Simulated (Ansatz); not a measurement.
Structures of equal composition on the (000-1) surface of 4H silicon carbide (C plane on top): (√3x√3)R30° C adatom at H3; (√3x√3)R30° C adatom at T4. The slabs share one bottom face, and each structure is named by its start. These are constructed structures in small cells; real faces may alloy, dewet or reconstruct in larger ones, and not all known structures of the face are among them. Slabs of about 11 Å, Fermi-Dirac smearing of 0.025 eV. Bottom of the slabs: H caps. Relaxed from the named starts with such symmetry as they have, on meshes of like density; energies extrapolated to zero smearing; spin only where a row says so; no spin-orbit coupling, no U. Brackets mark spin-polarised runs, whose order is one that fits the cell. Where a second, spin-polarised start was run, the lower counts.

Level of theory: r2SCAN, at the PBE geometry (plane waves to 500 eV, PAW; Ansatz, a first-principles code).

Task: Order them by energy per 1x1 cell (lowest first) at the level r2SCAN, at the PBE geometry.

Result: (√3x√3)R30° C adatom at T4 (0.000 eV (3 C–C bonds formed) [spin, 1.0 μB a cell], gap 1.36 eV on the mesh), (√3x√3)R30° C adatom at H3 (0.274 eV (3 C–C bonds formed) [spin start, no net moment], no gap on the mesh)
